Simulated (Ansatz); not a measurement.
Antifluorite Be₂C, treated with G0W0@PBE0 in Ansatz (hard PAW, contour deformation).

The cell has the measured lattice parameters. Conventional cell: a = 4.3400 Å, b = 4.3400 Å, c = 4.3400 Å, α = 90.00°, β = 90.00°, γ = 90.00°.

The quasiparticle gap at Γ at a fixed k mesh 2×2×2:

```
response cutoff          value (eV)
-----------------------  ----------
250 eV, 337 empty bands       5.011
300 eV, 443 empty bands       5.031
400 eV, 682 empty bands       5.056
500 eV, 953 empty bands       5.070
```

Task: Taking the value to converge with the response cutoff E as E^(−3/2), extrapolate from the last two rows.

Result: With y = y∞ + c/w and weights w = 8000 and 11180 for the last two rows, y∞ = (w2 y2 − w1 y1)/(w2 − w1) = (11180 × 5.070 − 8000 × 5.056)/3180 = 5.105 eV, which lies 0.035 beyond the last row. Successive pairs of rows give 5.095, 5.102, 5.105. The limit also hangs on the law assumed, so its last digits aren't firm.

The other settings are not extrapolated, so this is the limit in one setting alone.

At the last cutoff the smallest gap on this mesh is 1.78 eV, with an edge away from Γ.

Note: GW on a hybrid start was not checked against another program.

Ansatz is a quantum-chemistry and plane-wave program.
